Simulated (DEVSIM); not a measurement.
Structure: Pd/SiON/p-Si capacitor, at 300 K.

```tsv
layer (left to right)	material	thickness (nm)	Na (cm⁻³)
1	SiON	24.0	-
2	Si	3800	2.3e16
```

Metal gate on the left, work function 5.2 eV. Fixed charge at the semiconductor interface 0 cm⁻² (in units of +e); no interface traps.

Constants are typed, rounded textbook-type inputs, not results; the design itself was drawn at random and stands for no fabricated device. Values at 300 K.

```
parameter      SiON       Si
-------------  ----  -------
gap (eV)          7    1.124
affinity (eV)   1.4     4.05
permittivity    5.5     11.7
Nc (cm⁻³)         -  2.86e19
Nv (cm⁻³)         -   3.1e19
```

Simulated with DEVSIM: 1D Poisson equation in equilibrium, Boltzmann statistics, complete ionisation; no quantum confinement or tunnelling. Metal contacts follow the ideal Schottky-Mott rule: no Fermi-level pinning, no interface dipoles.

The substrate doping was swept, all else fixed.

```json
[
 {"substrate doping (cm^-3)": "1.2e15", "threshold voltage (band bending 2φF) (V)": "0.97", "minimum of the low-frequency capacitance (μF/cm²)": "0.0142", "flat-band voltage (V)": "0.29"},
 {"substrate doping (cm^-3)": "2.3e15", "threshold voltage (band bending 2φF) (V)": "…", "minimum of the low-frequency capacitance (μF/cm²)": "…", "flat-band voltage (V)": "0.27"},
 {"substrate doping (cm^-3)": "4.6e15", "threshold voltage (band bending 2φF) (V)": "1.08", "minimum of the low-frequency capacitance (μF/cm²)": "0.0242", "flat-band voltage (V)": "0.25"},
 {"substrate doping (cm^-3)": "1.2e16", "threshold voltage (band bending 2φF) (V)": "1.21", "minimum of the low-frequency capacitance (μF/cm²)": "0.0347", "flat-band voltage (V)": "0.23"},
 {"substrate doping (cm^-3)": "2.3e16", "threshold voltage (band bending 2φF) (V)": "1.34", "minimum of the low-frequency capacitance (μF/cm²)": "0.0441", "flat-band voltage (V)": "0.21"},
 {"substrate doping (cm^-3)": "4.6e16", "threshold voltage (band bending 2φF) (V)": "1.52", "minimum of the low-frequency capacitance (μF/cm²)": "0.0562", "flat-band voltage (V)": "0.19"}
]
```

Fill in the missing entries.


- 2.3e15, threshold voltage (band bending 2φF) (V): 1.01
- 2.3e15, minimum of the low-frequency capacitance (μF/cm²): 0.0180
